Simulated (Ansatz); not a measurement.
We consider C11b MoSi2, described by PBEsol (Ansatz, a first-principles code, plane waves, PAW).

Settings: plane-wave cutoff 520 eV, 24×24×24 k mesh, Fermi–Dirac smearing 0.05 eV, no spin polarisation, scalar-relativistic PAW data made under PBE.

The volume scan:

| V (Å³/atom) | E − E_lowest (meV/atom) | P (GPa) |
|---|---|---|
| 12.735 | 15.57 | 9.76 |
| 13.001 | 3.75 | 4.61 |
| 13.266 | 0.00 | 0.00 |
| 13.531 | 3.50 | -4.15 |
| 13.797 | 13.50 | -7.86 |

Q: Estimate the bulk modulus from the pressures at 13.001 and 13.531 Å³/atom, and compare it with a fit to all energies.

A: B = −V dP/dV. Between V = 13.001 and 13.531 Å³/atom, dP/dV = (-4.15 − (4.61))/(13.531 − 13.001) = -16.5 GPa per Å³/atom; at the midpoint 13.266 Å³/atom this gives B ≈ 219 GPa. The third-order Birch–Murnaghan fit gives V0 = 13.266 Å³/atom, B0 = 219 GPa, B′ = 4.4, which lies within 1 % of that estimate.

Shape and atoms are relaxed at each volume.

Measured, for comparison: bulk modulus 222 ± 2 GPa (room temperature, no zero-point or thermal correction, B' = 4; as tabulated in Structural stability of MoSi2 and Mo5Si3 under high pressure, Chin. Phys. B 26 …). Computed less measured: bulk modulus -1.4 %.

Static lattice: no zero-point or thermal effects.

Computing time: about 21 core-minutes (a rough figure).
